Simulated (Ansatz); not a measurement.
# A self-consistent single point of Zr (Im-3m, 1 atom in the cell) with Ansatz

Computed with LDA (PW92), default PAW files made with PBE (plane waves; Ansatz, a program for electronic structure).

The input file:

Ansatz 0.2 input:
```yaml
# Zr
crystal:
  lattice:
    - [-1.81000000, 1.81000000, 1.81000000]
    - [1.81000000, -1.81000000, 1.81000000]
    - [1.81000000, 1.81000000, -1.81000000]
  atoms:
    - { symbol: Zr, position: [0.00000000, 0.00000000, 0.00000000] }
basis:
  ecutwfc: 30.9 Ry
kpoints:
  mp_grid: { grid: [10, 10, 10] }
hamiltonian:
  xc: lda
  pseudopotentials: { kind: paw }
scf:
  occupations: { method: cold, width: 0.0037 Ry }
output:
  forces: true
  eigenvalues: true
  stress: true
```

Output, abridged:

```
WARN ansatz: RAYON_NUM_THREADS=1 ignored (pool sized by the plan → 1); use --threads N
Pseudopotentials: kind: paw
Pseudopotential: Zr, paw, valence charge 12
Crystal: 1 atoms, lattice volume = 23.719 Å³
Basis set: ecut = 420.4159175005146 eV, 459 PW (Γ)
Bands: 10, of which v1, the nominal top of the filled ones, is band 6 counted from 1 (5 counted from 0)
Symmetry: 48 space group operations
Space group: Im-3m (ITA 229), of the structure as read, at distance tolerance 2.9e-5 Å
k-points: 47 of 1000
PAW frozen core: Zr, regenerated for the run's functional, and the local potential with it
Initial density: superposition of atomic densities (neutral atoms: chi_scale 0, normalization atom), corrected by the library's trained network
Initial wavefunctions: pseudopotential atomic-orbital guess
Eigensolver: davidson
Functional: x = slater, c = lda
SCF iter   1: F=—  HF=-4077.336610 eV  |F-HF|=—  |Δ(HF+E_count)|=         —  Δρ=6.23e-3  dr2=6.78e-3  ethr=1.77e-3  ⟨swp⟩=5.1  Hψ=2641  notcnv=0
all-band conjugate gradients solve this SCF's bands
preconditioner: auto → none
SCF iter   2: F=—  HF=-4077.334970 eV  |F-HF|=—  |Δ(HF+E_count)|=   1.64e-3  S|Δr|=    0.00e0  Δρ=2.68e-3  dr2=7.31e-4  ethr=5.65e-5  ⟨swp⟩=1.9  Hψ=934  notcnv=0  defer=4
SCF iter   3: F=—  HF=-4077.335004 eV  |F-HF|=—  |Δ(HF+E_count)|=   3.39e-5  S|Δr|=    0.00e0  Δρ=7.22e-4  dr2=5.39e-5  ethr=6.09e-6  ⟨swp⟩=1.0  Hψ=463  notcnv=0  defer=4
SCF iter   4: F=—  HF=-4077.335008 eV  |F-HF|=—  |Δ(HF+E_count)|=   3.75e-6  S|Δr|=    0.00e0  Δρ=2.85e-5  dr2=6.22e-8  ethr=8.33e-10  ⟨swp⟩=4.8  Hψ=2327  notcnv=0
SCF iter   5: F=-4077.335008 eV  HF=-4077.335008 eV  |F-HF|=2.84e-10  |Δ(HF+E_count)|=   1.96e-8  S|Δr|=    0.00e0  Δρ=4.37e-6  dr2=1.52e-9  ethr=5.19e-10  ⟨swp⟩=2.0  Hψ=1403  notcnv=0
SCF 1 converged in 5 iterations: F = -4077.335008 eV  dr2 = 1.52e-9
SCF converged after 5 iterations
Stability not checked (fill_not_monotonic)
Free energy (F): -4077.335008 eV
Harris-Foulkes:  -4077.335008 eV  (|F-HF|=2.84e-10)
Internal energy: -4077.333458 eV  (E = F + TS)
E sigma→0 (E₀):  -4077.334491 eV
Entropy (-TS):   -0.001550 eV (-1.550 meV/atom)
Fermi energy:    13.239590 eV
--- Per-component energies (eV) ---
  E_band       = -102.430037
  E_kinetic    = 332.395716
  E_local      = -641.278318  (includes V_loc(G=0)·N_el)
  E_nonlocal   = 85.177968
  E_hartree    = 197.426529
  E_xc         = -159.734308
  E_vxc        = -189.656923  (∫ρ·V_xc dr)
  E_paw        = -2849.408501  (= ΣΔE_a)
  E_vpaw       = -83.921354  (= ΣTr[D̂ρ^β])
  E_aug_tail   = 0.000023  (compensation charges beyond the density's cutoff)
  E_ewald      = -1042.282969
  E_core_change = 0.370401  (= ΣΔE_core)
  E_smearing   = -0.001550  (= −TS)
  E_closure    = -0.000000  (closes the sum)
  Σ components = -4077.335008   (vs F -4077.335008, Δ=0.00e0)
--- Forces (eV/Å), atoms counted from 1 ---
  atom   1  Zr     0.00000000     0.00000000    -0.00000000
  max |Σ_I F_I| component: 5.34e-32 eV/Å
--- Stress (GPa, compression-positive) ---
      -10.053452       0.000000       0.000000
        0.000000     -10.053452      -0.000000
        0.000000      -0.000000     -10.053452
  P = ⅓ Tr σ = -10.0535 GPa (-100.535 kbar)
  The stress holds the Pulay correction. Without it, at fixed plane waves, as pw.x and ABINIT print it: P = -10.0656 GPa
--- Band table (eV; the first three rows and the last of 47) ---
  k-point 0: bands = ["-35.2236", "-12.8031", "-12.8031", "-12.8031", "7.8238", "14.2377", "14.2377", "14.2377", "16.6734", "16.6734"]
  k-point 1: bands = ["-35.2102", "-12.8970", "-12.8320", "-12.8037", "8.1542", "14.0257", "14.1560", "14.5593", "16.3814", "16.6747"]
  k-point 2: bands = ["-35.1749", "-13.1365", "-12.9068", "-12.8054", "9.0259", "13.5311", "13.7880", "15.4888", "16.1569", "16.7276"]
  k-point 46: bands = ["-34.9797", "-13.4399", "-13.4399", "-13.4399", "10.7070", "10.7070", "18.6769", "18.6769", "18.6769", "20.4162"]
```

The run converged in 5 iterations.

The starting cell comes from a database of published, mostly measured structures (it also holds non-ambient and calculated ones), without a prior relaxation at this level. With a pressure of about -10 GPa the cell is away from its equilibrium volume at this level. Ansatz's pressure includes its estimate of the finite-basis (Pulay) stress.
